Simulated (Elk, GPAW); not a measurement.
An Elk input for a self-consistent single point of IrRh₃ (I4/mmm, 4 atoms in the cell) (DFT, PBEsol, all-electron FP-LAPW, Elk's shipped species files, APW+lo basis with extra local orbitals):

```
tasks
  0

xctype
  22

tforce
  .true.

rgkmax
  7.5

gmaxvr
  18.0

lmaxapw
  10

lmaxo
  8

nxlo
  2

lorbcnd
  .true.

lradstp
  2

nrmtscf
  2.0

rmtscf
  0.89

lmaxi
  4

stype
  0

swidth
  0.00499791

scale
  1.889726125

avec
   -1.9067800000    1.9067800000    3.8194850000
    1.9067800000   -1.9067800000    3.8194850000
    1.9067800000    1.9067800000   -3.8194850000

atoms
  2   : nspecies
  'Ir.in'   : spfname
  1   : natoms; atposl, bfcmt below
  0.0000000000  0.0000000000  0.0000000000    0.0 0.0 0.0
  'Rh.in'   : spfname
  3   : natoms; atposl, bfcmt below
  0.7500000000  0.2500000000  0.5000000000    0.0 0.0 0.0
  0.2500000000  0.7500000000  0.5000000000    0.0 0.0 0.0
  0.5000000000  0.5000000000  0.0000000000    0.0 0.0 0.0

ngridk
  10 10 10
```

### Question
Write the same calculation as an input for GPAW.

### Answer
This is the input that was run; spellings and numerical settings could be chosen otherwise.

```python
from ase import Atoms
from ase.units import GPa
from gpaw import GPAW, PW

atoms = Atoms(['Ir', 'Rh', 'Rh', 'Rh'],
              cell=[[-1.906780, 1.906780, 3.819485],
                    [1.906780, -1.906780, 3.819485],
                    [1.906780, 1.906780, -3.819485]],
              scaled_positions=[[0.000000, 0.000000, 0.000000],
                                [0.750000, 0.250000, 0.500000],
                                [0.250000, 0.750000, 0.500000],
                                [0.500000, 0.500000, 0.000000]],
              pbc=True)

calc = GPAW(mode=PW(550),
            xc='PBEsol',
            kpts={'size': (10, 10, 10), 'gamma': True},
            occupations={'name': 'methfessel-paxton', 'width': 0.136, 'order': 0},
            nbands=-12,
            convergence={'forces': 0.001},
            symmetry={'symmorphic': False, 'tolerance': 0.0005},
            maxiter=150,
            txt='-')

atoms.calc = calc

energy = atoms.get_potential_energy()
print('Energy (eV):', round(energy, 6))
forces = atoms.get_forces()
print('Forces (eV/Ang):')
print(forces.round(5))
stress = atoms.get_stress()
print('Stress (GPa, Voigt):', (stress / GPa).round(4))
```

Basis, cutoffs, solver keys and any potentials are the target program's own. This input uses DFT PBEsol, plane waves, GPAW PAW datasets PBEsol (made by gpaw-setup).

The starting cell comes from a database of computed structures (which also holds hypothetical and non-ambient phases and stackings), without a prior relaxation at this level.
